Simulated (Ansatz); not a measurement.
The parent structure is ZnSe in the zinc blende structure (space group F-43m, No. 216; a = 5.665 Å).

Method: r2SCAN (Ansatz, a first-principles code), no spin-orbit coupling.

Before the change:

* **Pressure**: 0.00 GPa

It is then changed as follows: every lattice vector is shortened by 1.54 %, atoms relaxed at fixed cell.

**Question.** Predict the new mean gap deformation potential ΔEg/Δln V and pressure.

**Answer.** The mean gap deformation potential ΔEg/Δln V is -4.4 eV; the pressure goes from zero to 3.37 GPa.

The cells carry an imposed strain or load. No phonon test of stability was made.
